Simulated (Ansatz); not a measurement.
Data:

```
CELL_PARAMETERS angstrom
      3.59117     0.00000     0.00000
      0.00000     3.59117     0.00000
      0.00000     0.00000     5.47766
ATOMIC_POSITIONS crystal
  Hf 0.00000 0.00000 0.00000
  Hf 0.50000 0.50000 0.50000
  O  0.00000 0.50000 0.18236
  O  0.00000 0.50000 0.68236
  O  0.50000 0.00000 0.31764
  O  0.50000 0.00000 0.81764
```

No spin polarisation.

Calculations: PBE (Ansatz, a quantum-chemistry and plane-wave program), no spin-orbit coupling, earlier PAW set. Settings: 9×9×6 k-points, 0.05 eV Fermi–Dirac smearing.

Task: Predict the gap character and band gap.

Result: The gap character is indirect, Z → Γ. The band gap is 4.74 eV.

Spin-orbit coupling, missing from the scalar runs, can matter with Hf. Load acts through the strain it causes; cell and atoms are relaxed under it. Stability under load was not tested beyond the relaxation. The cell was made from HfO₂ (space group P4_2/nmc, No. 137) by this change: uniaxial stress, 8 GPa tension along z. This is not the structure that HfO2 has at room temperature and ambient pressure.
